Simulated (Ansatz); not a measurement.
Base system: Al$_{2}$Pt (space group Fm-3m, No. 225; a = 5.8967 Å; relaxed with 0.1 eV smearing).

Perturbation: the cell is scaled by 1.0563 in all directions; the atoms relax in the strained cell.

Levels (all Ansatz, a program for electronic structure, PAW): PBEsol (420 eV, scalar-relativistic without spin-orbit coupling); PBEsol+SOC (420 eV, spin-orbit coupling included).

The geometry is relaxed with PBEsol.

* **PBEsol pressure**: -15.7 GPa

How does going to PBEsol+SOC change the pressure?

The pressure drops by 0.34 GPa (-15.7 GPa → -16.1 GPa).

Single points use the geometry relaxed with PBEsol. The spin-orbit shifts are approximate. No phonon test of stability was made. The runs without spin-orbit coupling are not spin-polarised.
